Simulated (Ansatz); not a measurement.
Band structure of ScZnPd (Cmcm, 6 atoms in the cell).

```
ScZnPd
1.0
    2.14653    -4.55886     0.00000
    2.14653     4.55886     0.00000
    0.00000     0.00000     5.25138
Sc Zn Pd
2 2 2
Direct
  0.70683   0.29317   0.75000
  0.29317   0.70683   0.25000
  0.00000   0.00000   0.00000
  0.00000   0.00000   0.50000
  0.40354   0.59646   0.75000
  0.59646   0.40354   0.25000
```

Method: PBEsol, PAW files made with PBE (plane waves; Ansatz, a program for electronic structure).

Settings: kpoints.mp_grid.grid = 5 5 4; hamiltonian.xc = pbesol; hamiltonian.pseudopotentials = {kind: paw} (the program's default PAW files); scf.occupations.method = gaussian; scf.occupations.width = 0.05 eV; kpoints.band_path.npoints = 8.

The starting cell comes from a database of computed structures (which also holds hypothetical and non-ambient phases and stackings), without a prior relaxation at this level. Spin polarisation is off.

Levels in eV from the Fermi level, bands 38 to 45:
```
point     38     39     40     41     42    43    44    45
-----  -----  -----  -----  -----  -----  ----  ----  ----
Γ      -1.74  -1.73  -0.59  -0.47   0.16  0.70  1.32  1.72
X      -2.62  -2.62  -0.26  -0.21   0.21  0.45  0.91  1.05
S      -2.68  -1.25  -1.06  -0.47  -0.07  0.72  0.86  1.01
R      -2.80  -2.02  -2.02   0.53   0.53  0.63  0.63  1.60
A      -2.31  -2.01  -2.01  -0.73  -0.73  1.56  1.56  1.73
Z      -2.82   0.12   0.12   0.31   0.31  1.00  1.00  1.94
Y      -2.52  -1.40  -0.67  -0.24   0.50  1.14  1.37  2.14
X1     -2.62  -2.62  -0.26  -0.21   0.21  0.45  0.91  1.05
A1     -2.31  -2.01  -2.01  -0.73  -0.73  1.56  1.56  1.73
T      -3.09  -1.83  -1.83   1.16   1.16  1.37  1.37  2.33
```

Bands cross the Fermi level along this path, so the cell is metallic at this level.

Keys are those of Ansatz 0.2.
